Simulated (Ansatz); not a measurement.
Take OsSi (space group P2_13, No. 198; a = 4.7428 Å) as the base.

The values are results of PBEsol (Ansatz, a first-principles code; PAW; 420 eV plane waves; no spin-orbit coupling), not measurements.

Base values:

| Item | Value |
|---|---|
| Gap between the host's bands | 0.50 eV |

One thing is altered: 0.320 electrons added to each cell, a density of 3.0×10^21 cm⁻³, with a uniform compensating background at fixed cell and a 300 K Fermi–Dirac width.

Q: Estimate the effect on the Fermi level from band edge.

A: The Fermi level relative to the doped band's edge (positive inside the band; to 0.05 eV) is +0.05 eV.

Q: What happens to the gap between the host's bands?

A: The gap between the host's bands grows by 0.03 eV, from 0.50 eV to 0.53 eV.

Charged cell with a jellium background: band edges are those of the host's band count, energies are not comparable with the neutral cell, and many-body gap narrowing is missing. With Os present, leaving out spin-orbit coupling can change the band edges. Whether these cells are dynamically stable was not tested.
